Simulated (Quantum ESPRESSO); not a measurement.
Quantum ESPRESSO run on Zn₂Te₃O₈ (C2/c, 26 atoms in the cell): self-consistent single point.

Method: LDA (PZ), GBRV 1.5 ultrasoft (LDA) pseudopotentials (plane waves; Quantum ESPRESSO 7.5).

The change in words: lattice scaled by 0.97. Reference geometry:
```xyz
26
Lattice="6.3176 -2.5959 0.0000 6.3176 2.5959 0.0000 -1.9664 0.0000 11.6323" Properties=species:S:1:pos:R:3 pbc="T T T"
Zn     9.4451     1.1413     1.8307
Zn     1.2237    -1.1413     9.8016
Zn     2.2068     1.1413     3.9855
Zn     8.4619    -1.1413     7.6469
Te     4.8428    -1.8830     8.7242
Te     5.8260     1.8830     2.9081
Te     3.7201    -1.5371     5.2042
Te     6.9487     1.5371     6.4281
Te     7.9319    -1.5371     0.6120
Te     2.7369     1.5371    11.0203
O      7.3952    -0.1017    11.1940
O      3.2736     0.1017     0.4383
O      2.2904    -0.1017     6.2545
O      8.3784     0.1017     5.3779
O      2.2426     0.5838     9.4688
O      8.4262    -0.5838     2.1635
O      7.4430     0.5838     7.9797
O      3.2258    -0.5838     3.6527
O      9.5144     0.5412     9.9960
O      1.1543    -0.5412     1.6363
O      0.1711     0.5412     7.4525
O     10.4976    -0.5412     4.1798
O      5.0000    -2.1432     1.6885
O      5.6688     2.1432     9.9438
O      6.6520    -2.1432     4.1276
O      4.0168     2.1432     7.5047
```

Reference input (self-consistent single point, DFT, LDA (PZ), plane waves, GBRV 1.5 ultrasoft (LDA) pseudopotentials): ecutwfc = 50 Ry; ecutrho = 250 Ry; occupations = smearing; smearing = gaussian; degauss = 0.000734986 Ry; potentials = {Zn: zn_lda_v1.uspp.F.UPF, Te: te_lda_v1.uspp.F.UPF, O: o_lda_v1.2.uspp.F.UPF}; K_POINTS = automatic 3 3 2 1 1 1; conv_thr = 1e-11 Ry; mixing_beta = 0.4. This run's input differs from it in these lines:

```diff
@@ -28,5 +28,5 @@
 CELL_PARAMETERS {angstrom}
-   6.317565000    -2.595905000     0.000000000
-   6.317565000     2.595905000     0.000000000
-  -1.966374000     0.000000000    11.632319000
+   6.128038000    -2.518028000     0.000000000
+   6.128038000     2.518028000     0.000000000
+  -1.907383000     0.000000000    11.283349000
 ATOMIC_POSITIONS {crystal}
```

Output, abridged:

```
     Self-consistent Calculation

     iteration #  1     ecut=    50.00 Ry     beta= 0.40

---- Real-time Memory Report at c_bands before calling an iterative solver
           562 MiB given to the printing process from OS
           357 MiB allocation reported by mallinfo(arena+hblkhd)
------------------

     total energy              =   -2518.06835191 Ry
     estimated scf accuracy    <       7.69598134 Ry

     iteration #  2     ecut=    50.00 Ry     beta= 0.40

---- Real-time Memory Report at c_bands before calling an iterative solver
           852 MiB given to the printing process from OS
   [... lines left out ...]

---- Real-time Memory Report at c_bands before calling an iterative solver
           880 MiB given to the printing process from OS
           449 MiB allocation reported by mallinfo(arena+hblkhd)
------------------

     total energy              =   -2520.17766575 Ry
     estimated scf accuracy    <          2.4E-11 Ry

     iteration # 14     ecut=    50.00 Ry     beta= 0.40

---- Real-time Memory Report at c_bands before calling an iterative solver
           880 MiB given to the printing process from OS
           449 MiB allocation reported by mallinfo(arena+hblkhd)
------------------
     End of self-consistent calculation

     the Fermi energy is     7.3245 ev

!    total energy              =   -2520.17766575 Ry
     estimated scf accuracy    <          2.2E-12 Ry
     smearing contrib. (-TS)   =      -0.00000000 Ry
     internal energy E=F+TS    =   -2520.17766575 Ry

     convergence has been achieved in  14 iterations

     Forces acting on atoms (cartesian axes, Ry/au):

     atom    1 type  1   force =     0.00087923    0.00170619   -0.00384011
     atom    2 type  1   force =    -0.00087923   -0.00170619    0.00384011
     atom    3 type  1   force =    -0.00087923    0.00170619    0.00384011
     atom    4 type  1   force =     0.00087923   -0.00170619   -0.00384011
     atom    5 type  2   force =     0.00000000    0.20991808    0.00000000
   [... 17 lines left out ...]
   [... lines left out ...]

     Total force =     0.759188     Total SCF correction =     0.000004

          total   stress  (Ry/bohr**3)                   (kbar)     P=      221.64
   0.00141587   0.00000000   0.00005677          208.28        0.00        8.35
   0.00000000   0.00152640  -0.00000000            0.00      224.54       -0.00
   0.00005677   0.00000000   0.00157777            8.35        0.00      232.10

   JOB DONE.
```

The run converged in 14 iterations. Against the reference run the free energy goes up by 102 meV/atom, the pressure goes from 4.06 to 22.16 GPa, the largest force goes from 2.336 to 5.964 eV/Å and the gap on the mesh goes from 3.286 to 3.499 eV.

The starting cell comes from a database of computed structures (which also holds hypothetical and non-ambient phases and stackings), without a prior relaxation at this level. For this run, on top of that: lattice scaled by 0.97. Spin-orbit coupling is off. Forces in this geometry exceed 1 eV/Å. The shifted mesh does not hold Γ, so a gap read on it misses any band edge there.

Cost on one core of a shared machine: roughly 10 min.
